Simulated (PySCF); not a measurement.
PySCF 2.14.0, CCSD (frozen core)/cc-pvdz: Cl[SiH2]CC[SiH2]Cl, 14 atoms. The geometry is a generated start, not checked to be a minimum at this level.

```yaml
task: ccsd
basis: cc-pvdz
two_electron_scheme: exact four-centre integrals
frozen_core: true
mf.init_guess: minao (default)
mf.DIIS: CDIIS (default)
mf.diis_space: 8 (default)
mf.conv_tol: 1e-09 (default)
basis functions (reference run): 140
```

On 4 threads, 1 BLAS thread. Build: conda-forge: OpenMP (GNU), OpenBLAS with its own threads, libcint, Libxc. Single runs; times are not shown.

Values of mol.max_memory tried: 8000 MB, 4000 MB, 2000 MB, 1000 MB, 500 MB, 300 MB, 200 MB.

Q: Which of these memory settings still run, and by which path?

A: It runs down to 200 MB, the lowest tried, with the same result. At 8000 MB: SCF integrals in memory, transformation in memory. From 2000 MB down: SCF integrals in memory, transformation through a file. From 500 MB down: direct SCF, transformation through a file.

```csv
mol.max_memory,path,peak memory
8000 MB,"SCF integrals in memory, transformation in memory",1.7 GiB
4000 MB,"SCF integrals in memory, transformation in memory",1.7 GiB
2000 MB,"SCF integrals in memory, transformation through a file",1.9 GiB
1000 MB,"SCF integrals in memory, transformation through a file",1.9 GiB
500 MB,"direct SCF, transformation through a file",1.6 GiB
300 MB,"direct SCF, transformation through a file",1.6 GiB
200 MB,"direct SCF, transformation through a file",1.6 GiB
```

Peak memory is the kernel's count for the largest process, libraries included and scratch files not. The peak passes the setting at 2000 MB, 1000 MB, 500 MB, 300 MB, 200 MB: it is no hard cap.
